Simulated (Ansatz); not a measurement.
The starting structures come from a database of crystals and need not be the phases stable at ambient conditions.

 Where the default PAW files enter, the runs use the earlier of Ansatz's two default sets.

**Evanescent states of Tl2SiF6 (Fm-3m, not sure to be the ambient phase, 9 atoms a cell, 18.5 Å³ an atom, -3 GPa at this level) along the normal of (111)**

Computed with r2SCAN (plane waves, PAW; Ansatz, a first-principles code).

The gap is the functional's own, uncorrected, and κ follows it; spin-orbit coupling is left out. Mid-gap values are interpolated between the computed energies.

Energies count from the valence-band top; κ is the least over a 6×6 mesh across the current.

```csv
E (eV),κ (1/Å),where
0.12,0.196,off Γ
0.38,0.270,Γ
0.62,0.317,Γ
0.88,0.353,Γ
1.12,0.382,Γ
1.38,0.404,Γ
1.62,0.423,Γ
1.88,0.438,Γ
2.12,0.451,Γ
2.38,0.460,Γ
2.62,0.468,Γ
2.88,0.473,Γ
3.12,0.477,Γ
3.38,0.471,off Γ
3.62,0.454,off Γ
3.88,0.433,off Γ
4.12,0.407,off Γ
4.38,0.377,off Γ
4.62,0.340,off Γ
4.88,0.294,off Γ
5.12,0.234,off Γ
5.38,0.141,off Γ
```

How thick must the barrier be to attenuate the transmission by 10^4 when the electrodes' Fermi level lies at 0.38 eV, and what attenuation does that film give at 3.88 eV?

d = 4 ln 10 / (2 × 0.270) = 17.1 Å. At 3.88 eV it gives 4 × 0.433/0.270 = 6.4 decades.
